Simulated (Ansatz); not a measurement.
# Phonon-limited transport in Zr2Al (I4/mcm)

Here is the system:

```
AlZr2
1.0
   -3.38650     3.38650     2.66493
    3.38650    -3.38650     2.66493
    3.38650     3.38650    -2.66493
Zr Al
4 2
Direct
  0.34914   0.15086   0.50000
  0.65086   0.84914   0.50000
  0.15086   0.65086   0.80173
  0.84914   0.34914   0.19827
  0.25000   0.25000   0.00000
  0.75000   0.75000   0.00000
```

Calculation: PBEsol, DFPT electron-phonon coupling, linearised Boltzmann equation (plane waves, PAW, scalar-relativistic; Ansatz, a quantum-chemistry and plane-wave program). Geometry: relaxed with this functional, without spin-orbit coupling.

```
Property                                                                                                       Result
----------------------------------------------------------------------------------  ---------------------------------
resistivity at 300 K                                                                     60 (x), 60 (y), 38 (z) μΩ·cm
resistivity at 77 K                                                                 10.0 (x), 10.0 (y), 6.2 (z) μΩ·cm
electron mean free path at 300 K (weighted by the current that each state carries)       2.6 (x), 2.6 (y), 2.9 (z) nm
electron-phonon coupling λ                                                                                       0.64
transport coupling λ_tr                                                                  0.60 (x), 0.60 (y), 0.65 (z)
logarithmic mean phonon energy                                                                               13.4 meV
density of states at the Fermi level                                                        3.1 states/(eV·spin·cell)
Drude plasma energy                                                                      3.3 (x), 3.3 (y), 4.3 (z) eV
Tc for μ* = 0.10 (anisotropic Eliashberg)                                                                       4.4 K
Tc for μ* = 0.13 (anisotropic Eliashberg)                                                                       3.2 K
```

A metal at this level (no band gap). Only scattering by harmonic phonons is included (no impurities, grain boundaries, electron-electron scattering or thermal expansion). Spin-orbit coupling is left out. For metals of groups 4 to 10, Tc at these values of μ* can lie well above the measured one. Halving the electron mesh (20x20x20) moves the resistivity by up to 8 % at 300 K, the mean free path by up to 2 %, the coupling by up to 2 %, Tc by up to 2 %. Smearing 0.20 eV; phonons on a 4x4x4 q mesh, which this run doesn't test and which matters most at low temperature. Tc comes from the anisotropic Migdal-Eliashberg equations with μ*, a chosen number, referred to 17.3 meV.

Computed structure with no diffraction record at hand here (it may be known, metastable or hypothetical): Zr2Al (I4/mcm).
